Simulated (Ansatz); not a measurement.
**Evanescent states of SrTiO3 (Pm-3m, cubic perovskite, 5 atoms a cell, 12.0 Å³ an atom) along the normal of (111)**

These are r2SCAN (plane waves, PAW; Ansatz, an electronic-structure program) values and carry that method's errors.

No gap correction and no spin-orbit coupling; mid-gap is the computed energy nearest the middle.

Energies count from the valence-band top; κ is the least over a 6×6 mesh across the current.

| E (eV) | κ (1/Å) | where |
|---|---|---|
| 0.06 | 0.120 | Γ |
| 0.18 | 0.203 | Γ |
| 0.30 | 0.239 | Γ |
| 0.42 | 0.254 | Γ |
| 0.54 | 0.267 | Γ |
| 0.66 | 0.278 | Γ |
| 0.78 | 0.286 | Γ |
| 0.90 | 0.293 | Γ |
| 1.02 | 0.297 | Γ |
| 1.14 | 0.294 | Γ |
| 1.26 | 0.288 | Γ |
| 1.38 | 0.280 | Γ |
| 1.50 | 0.269 | Γ |
| 1.62 | 0.255 | Γ |
| 1.74 | 0.238 | Γ |
| 1.86 | 0.215 | Γ |
| 1.98 | 0.185 | Γ |
| 2.10 | 0.143 | Γ |
| 2.22 | 0.067 | Γ |

Q: How thick must the barrier be to attenuate the transmission by 10^6 when the electrodes' Fermi level lies at 1.62 eV, and what attenuation does that film give at 0.30 eV?

A: d = 6 ln 10 / (2 × 0.255) = 27.1 Å. At 0.30 eV it gives 6 × 0.239/0.255 = 5.6 decades.
